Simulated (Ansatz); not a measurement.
The structure below was relaxed with PBEsol (Ansatz, a program for electronic structure; PAW; 420 eV plane waves; scalar-relativistic without spin-orbit coupling), earlier PAW set.

```xyz
2
Lattice="0.0000 2.0222 2.0222 2.0222 0.0000 2.0222 2.0222 2.0222 0.0000" Properties=species:S:1:pos:R:3 pbc="T T T"
N      0.0000     0.0000     0.0000
Al     2.0222     2.0222     2.0222
```

Problem. Find the space group and the Wyckoff positions.

Solution. Space group Fm-3m (No. 225); a = b = c = 4.044 Å, α = β = γ = 90.00°

```tsv
atom	site	symmetry	x	y	z
N	4a	m-3m	0.0000	0.0000	0.0000
Al	4b	m-3m	0.5000	0.5000	0.5000
```

Problem. Describe the coordination.

Solution. The crystal has 8 atoms in its conventional cell. Cell: a = 4.0445 Å, b = 4.0445 Å, c = 4.0445 Å, α = 90.00°, β = 90.00°, γ = 90.00°. N sees 6 Al at 2.022 Å (octahedral). Al is coordinated by 6 N at 2.022 Å (octahedral). (Neighbours: up to the widest gap in distance over summed covalent radii, below 1.35, at either atom; cation-cation and far metal-metal contacts left out.)

Stability against distortions was not tested. The cell was made from YN by this change: Y → Al; the result is a model cell, its experimental status unchecked. This is not the structure that AlN has at room temperature and ambient pressure.
